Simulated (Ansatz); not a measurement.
The starting structures come from a database of crystals and need not be the phases stable at ambient conditions.

 Where the default PAW files enter, the runs use the earlier of Ansatz's two default sets.

The decay constant κ of evanescent states in the gap governs leakage through a thin film.

Given:

```xyz
14
Lattice="7.2676 0.0000 0.0000 -3.6338 6.2939 0.0000 3.6338 2.0980 5.9340" Properties=species:S:1:pos:R:3 pbc="T T T"
Al     3.6338     6.2939     2.2252
Al     1.8169     7.3429     5.1922
Al     5.4507     7.3429     5.1922
Al     3.6338     4.1960     5.1922
Cd     3.6338     2.0980     1.4835
Cd     0.0000     4.1960     2.9670
S      2.0272     5.3664     3.7946
S      3.6338     4.4388     0.6559
S      0.0000     4.1960     0.4842
S      5.6610     0.9276     0.6559
S      7.2676     1.8551     3.7946
S      1.6066     0.9276     0.6559
S      5.2404     5.3664     3.7946
S      3.6338     2.0980     3.9663
```

Space group of this cell: Fd-3m, spinel. The cell is taken as given; by r2SCAN its mean pressure is 0.6 GPa.

Transport runs along the normal of the first two printed cell vectors, the (111) plane of the conventional cell.

The gap is the functional's own, uncorrected, and κ follows it; spin-orbit coupling is left out. Mid-gap values are interpolated between the computed energies.

Problem. Estimate the band gap and the smallest decay constant κ at mid-gap that r2SCAN (Ansatz, a quantum-chemistry and plane-wave program) returns for this system.

Solution. Gap 3.03 eV on a 6×6×6 mesh; κ = 0.185 1/Å, at the zone centre.
